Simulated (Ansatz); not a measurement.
Take PdCl2 in the fluorite structure (space group Fm-3m, No. 225; a = 6.1659 Å; ferromagnetic; a hypothetical phase, not in the database extracts checked; relaxed with 0.1 eV smearing) as the base. Axes: x, y, z lie along the cube axes.

All numbers come from Kohn–Sham DFT with the PBEsol functional, run in Ansatz (a program for electronic structure) with PAW and 420 eV plane waves, no spin-orbit coupling.

Modification: an isotropic linear strain of +1.12 %, atoms relaxed at fixed cell.

Predict the stress tensor and what it implies for the stiffness.

Stress of the strained cell less that of the base (GPa, compression positive):
```
   -2.2     0.0     0.0
    0.0    -2.2     0.0
    0.0     0.0    -2.2
```

Then B = −ΔP/(ΔV/V₀) with ΔV/V₀ = 0.0340 gives secant stiffness values (nonlinear terms included at this strain): B ≈ 64 GPa.

As a check, the harmonic strain energy −½ V₀ Δσ:ε is 4.4 meV/atom; the computed energy rise is 4.6 meV/atom.

The magnetic state is the one reached from the starting moments; the real material's order can differ, and small cells can't hold many antiferromagnetic ones. Whether these cells are dynamically stable was not tested. No Hubbard U is applied, and correlation can decide whether such a compound is a metal.
